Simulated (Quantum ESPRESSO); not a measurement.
Quantum ESPRESSO is run on a sheet of PbI₂ (3 atoms in the cell), and the run fails. The aim is a self-consistent single point with DFT, PBEsol, plane waves, PseudoDojo standard norm-conserving (PBESOL) pseudopotentials.

Cell that was meant: a = 4.5193 Å, b = 4.5193 Å, c = 17.7422 Å, α = 90.00°, β = 90.00°, γ = 120.00°.

Part of the input:

```fortran
&SYSTEM
   ibrav = 0,
   nat = 3,
   ntyp = 3,
   ecutwfc = 70,
   occupations = 'smearing',
   smearing = 'cold',
```

The program printed (abridged):

```
     This program is part of the open-source Quantum ESPRESSO suite
     for quantum simulation of materials; please cite

 %%%%%%%%%%%%%%%%%%%%%%%%%%%%%%%%%%%%%%%%%%%%%%%%%%%%%%%%%%%%%%%%%%%%%%%%%%%%%%
     Error in routine  card_atomic_species (5010):
     cannot read atomic specie from: ATOMIC_POSITIONS {bohr}
 %%%%%%%%%%%%%%%%%%%%%%%%%%%%%%%%%%%%%%%%%%%%%%%%%%%%%%%%%%%%%%%%%%%%%%%%%%%%%%

     stopping ...
```

Question: From the messages shown, name the fault and mend the input.

Answer: The fault is a species count that does not match the list of species. The number of species decides how many lines of the species card are read. To fix it, make the count match the list. The program stopped before any SCF iteration.

The sound input it was made from differs as follows (other fixes are possible):
```diff
-   ntyp = 3,
+   ntyp = 2,
```

With that input, the run converged in 13 iterations: free energy E − TS -2605.4016 eV; top of the valence band (on the code's own zero) -2.34 eV; gap on the k-point mesh 2.48 eV; pressure averaged over the cell with its vacuum 0.02 GPa; largest force (vector length) 0.004 eV/Å (DFT, PBEsol, plane waves, PseudoDojo standard norm-conserving (PBESOL) pseudopotentials).

On the sound input: the starting cell was generated: these elements placed on a structure prototype, without a prior relaxation; it need not be a known phase or ordering of this composition. Its lattice was rescaled in the plane by a random factor within 2.5 % of one. Spin-orbit coupling is off.
